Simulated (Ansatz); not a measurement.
A self-consistent single point of TlIO3 (R3m, 5 atoms in the cell) with Ansatz (a program for electronic structure).

Method: LDA (PW92), default PAW files made with PBE (plane waves; Ansatz).

The change in words: 1 x 1 x 1 supercell, one I atom moved by 0.02 angstrom along z. Reference geometry:
```yaml
crystal:
  lattice:
    - [3.16025, 1.82457, 2.66340]
    - [-3.16025, 1.82457, 2.66340]
    - [0.00000, -3.64914, 2.66340]
  atoms:
    - { symbol: Tl, position: [0.00875, 0.00875, 0.00875] }
    - { symbol: I, position: [0.50186, 0.50186, 0.50186] }
    - { symbol: O, position: [0.90328, 0.46189, 0.46189] }
    - { symbol: O, position: [0.46189, 0.90328, 0.46189] }
    - { symbol: O, position: [0.46189, 0.46189, 0.90328] }
```

Reference input (self-consistent single point, DFT, LDA (PW92), plane waves, default PAW files made with PBE): basis.ecutwfc = 420 eV; kpoints.mp_grid.grid = 6 6 6; hamiltonian.xc = lda; hamiltonian.pseudopotentials = {kind: paw} (the program's default PAW files); scf.occupations.method = fermi_dirac; scf.occupations.width = 0.02 eV. This run's input differs from it in these lines:

```diff
@@ -8,3 +8,3 @@
     - { symbol: Tl, position: [0.008750, 0.008750, 0.008750] }
-    - { symbol: I, position: [0.501860, 0.501860, 0.501860] }
+    - { symbol: I, position: [0.504363, 0.504363, 0.504363] }
     - { symbol: O, position: [0.903280, 0.461890, 0.461890] }
```

Log, with long lists cut:

```
SCF iter   1: F=—  HF=-20163.113006 eV  |F-HF|=—  |Δ(HF+E_count)|=         —  Δρ=1.62e-2  dr2=2.33e-1  ethr=1.77e-3  ⟨swp⟩=7.9  Hψ=5023  notcnv=0
all-band conjugate gradients solve this SCF's bands
preconditioner: auto → Resta (q_TF=auto, 2.447 Å⁻¹)
SCF iter   2: F=—  HF=-20163.057300 eV  |F-HF|=—  |Δ(HF+E_count)|=   5.57e-2  Δρ=5.04e-3  dr2=1.12e-2  ethr=4.84e-4  ⟨swp⟩=3.0  Hψ=1859  notcnv=0  defer=32
   [... lines left out ...]
SCF iter   4: F=—  HF=-20163.053415 eV  |F-HF|=—  |Δ(HF+E_count)|=   9.11e-4  Δρ=4.93e-4  dr2=2.81e-4  ethr=6.35e-6  ⟨swp⟩=2.8  Hψ=1507  notcnv=0  defer=32
SCF iter   5: F=—  HF=-20163.053339 eV  |F-HF|=—  |Δ(HF+E_count)|=   7.55e-5  Δρ=7.60e-5  dr2=1.12e-5  ethr=5.85e-7  ⟨swp⟩=2.7  Hψ=1358  notcnv=0  defer=32
SCF iter   6: F=—  HF=-20163.053341 eV  |F-HF|=—  |Δ(HF+E_count)|=   1.43e-6  Δρ=1.75e-5  dr2=3.10e-7  ethr=2.33e-8  ⟨swp⟩=2.1  Hψ=1231  notcnv=0  defer=31
SCF iter   7: F=-20163.053341 eV  HF=-20163.053341 eV  |F-HF|=1.08e-8  |Δ(HF+E_count)|=   2.32e-8  Δρ=5.57e-6  dr2=2.60e-8  ethr=2.08e-10  ⟨swp⟩=11.0  Hψ=4284  notcnv=0
SCF 1 converged in 7 iterations: F = -20163.053341 eV  dr2 = 2.60e-8
Free energy (F): -20163.053341 eV
Internal energy: -20163.053341 eV  (E = F + TS)
E sigma→0 (E₀):  -20163.053341 eV
Fermi energy:    7.097574 eV
--- Forces (eV/Å), atoms counted from 1 ---
  atom   1  Tl    -0.00000000    -0.00000002     0.12763206
  atom   2  I      0.00000000     0.00000010    -0.77049520
  atom   3  O      0.31857648     0.18393019     0.21427346
  atom   4  O     -0.31857648     0.18393019     0.21427346
  atom   5  O      0.00000000    -0.36786046     0.21427339
--- Stress (GPa, compression-positive) ---
       -2.207905      -0.000000       0.000000
       -0.000000      -2.207905      -0.000000
        0.000000      -0.000000      -2.193084
  P = ⅓ Tr σ = -2.2030 GPa (-22.030 kbar)
  The stress holds the Pulay correction. Without it, at fixed plane waves, as pw.x and ABINIT print it: P = -2.7590 GPa
```

The run converged in 7 iterations. Against the reference run the free energy rises by 1.9 meV/atom, the pressure goes from -3.18 to -2.20 GPa, the largest force goes from 0.184 to 0.770 eV/Å and the gap on the mesh goes from 2.702 to 2.758 eV.

The starting cell comes from a database of computed structures (which also holds hypothetical and non-ambient phases and stackings), without a prior relaxation at this level. Its lattice was rescaled by up to half a per cent. For this run, on top of that: 1 x 1 x 1 supercell, one I atom moved by 0.02 angstrom along z. Spin-orbit coupling is off. Ansatz's pressure includes its estimate of the finite-basis (Pulay) stress. Without the estimate this run gives -2.76 GPa.

Keys are those of Ansatz 0.2.
